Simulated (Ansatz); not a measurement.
A computed series for MgTe: response to strain

Start from MgTe in the wurtzite structure (space group P6_3mc, No. 186; a = 4.5614 Å, c = 7.4119 Å). Axes: x lies along a and z along c of the hexagonal cell.

Strains are applied to the cell and any free atomic positions relax; under biaxial strain the out-of-plane vector relaxes too.

Computed with Ansatz (a quantum-chemistry and plane-wave program) PBEsol, no spin-orbit coupling.

| biaxial strain, plane normal [001], relaxed out of plane (%) | out-of-plane strain (%) |
|---|---|
| 0 | 0.00 |
| 0.6 | -0.57 |
| 1.2 | ? |
| 1.8 | -1.72 |
| 2.4 | -2.30 |
| 3 | -2.90 |

Question: Fit ε⊥ = −νε + γε² (strains in %) to the rows shown and predict the withheld row.

Answer: Least squares on the printed values gives ν = 0.94 (the biaxial Poisson response) and γ = -0.009 (largest residual 0.00 %); this predicts -1.14 %, and the run gives -1.14 %, in agreement.

Whether these cells are dynamically stable was not tested.
